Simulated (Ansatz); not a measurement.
A computed series for Pd: element substitutions

The reference is Pd in the fcc (Cu type) structure (space group Fm-3m, No. 225; a = 3.876 Å).

Each row replaces one element on all its sites; cell and atoms are relaxed.

Levels (all Ansatz, an electronic-structure program, PAW): PBEsol (420 eV, spin-orbit coupling left out); r2SCAN (500 eV, spin-orbit coupling left out).

Pressures by level, all at the geometries relaxed with PBEsol:

| case | PBEsol | r2SCAN |
|---|---|---|
| base | 0.0 GPa | 4.9 GPa |
| Pd → Re | 0.0 GPa | [?] |
| Pd → Ni | 0.0 GPa | 3.0 GPa |
| Pd → Ir | 0.0 GPa | [?] |

Question: Some entries are withheld; estimate them.

Answer: 
- Pd → Re, r2SCAN: 3.9 GPa
- Pd → Ir, r2SCAN: 4.2 GPa

Other magnetic orders, which the real material may have, were not ruled out. Single points use the geometry relaxed with PBEsol. Their cutoffs differ, which shifts pressures a little. Stability against distortions was not tested. Spin-polarised in the final run: PBEsol Ni and r2SCAN Ni; the other runs are not. Pd has a high density of states at the Fermi level and may be magnetic at this level. This is not the structure that Re has at room temperature and ambient pressure.
